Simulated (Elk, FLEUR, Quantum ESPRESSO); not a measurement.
## Code comparison for EuCuSb (P6_3/mmc, 6 atoms in the cell)

Self-consistent single point, at a second geometry (lattice scaled by 0.98). First geometry:

```
EuCuSb
1.0
    4.47384     0.00000     0.00000
   -2.23692     3.87446     0.00000
    0.00000     0.00000     8.57021
Eu Cu Sb
2 2 2
Direct
  0.00000   0.00000   0.00000
  0.00000   0.00000   0.50000
  0.33333   0.66667   0.75000
  0.66667   0.33333   0.25000
  0.33333   0.66667   0.25000
  0.66667   0.33333   0.75000
```
Moments meant for the start (each program seeds them in its own way; μB, in the order of the atoms Eu Eu Cu Cu Sb Sb): 7.0 7.0 0.0 0.0 0.0 0.0.

Shared settings, as Quantum ESPRESSO writes them: occupations = smearing; smearing = fd; degauss = 0.0073499 Ry; nspin = 2; K_POINTS = automatic 4 4 2 0 0 0. Potentials and cutoffs stand in the table.

| code | model | ΔF from the first geometry (meV/atom) | size of the net moment (μB/atom) | cutoff |
|---|---|---|---|---|
| Quantum ESPRESSO | PBEsol, SSSP 1.1.2 efficiency (PBE) pseudopotentials | -19.3 | 2.34 | 50 Ry |
| FLEUR | PBEsol, all-electron FLAPW (FLEUR), scalar-relativistic valence | -15.0 | 2.34 | Kmax 3.8 1/bohr |
| Elk | PBEsol, all-electron FP-LAPW, Elk's shipped species files, APW+lo basis with extra local orbitals | -19.1 | 2.35 | rgkmax 7.5 |

On Quantum ESPRESSO's run: spin-orbit coupling is off. The magnetic order is the one reached from the typed start; others were not searched systematically. With U or open f shells several self-consistent states can exist. The f electrons are in the valence without U or exact exchange, which can misplace them near the Fermi level. Spin-orbit terms, which matter for f shells, are left out.

The spread over the programs that give each value: ΔF from the first geometry within 4.3 meV/atom; size of the net moment within 0.01 μB/atom.

FLEUR and Elk treat all electrons, but the usual bases taken here (sphere radii, linearisation, local orbitals, empty states) were not tested for convergence, so the values are no reference for the others.

The shared mesh is coarse (it stands for a supercell whose shortest vector is 17 Å), so the values are not converged in it.

The starting cell comes from a database of computed structures (which also holds hypothetical and non-ambient phases and stackings), without a prior relaxation at this level. For this run, on top of that: lattice scaled by 0.98.

Left out of this page: Ansatz (with a known weakness of the program).
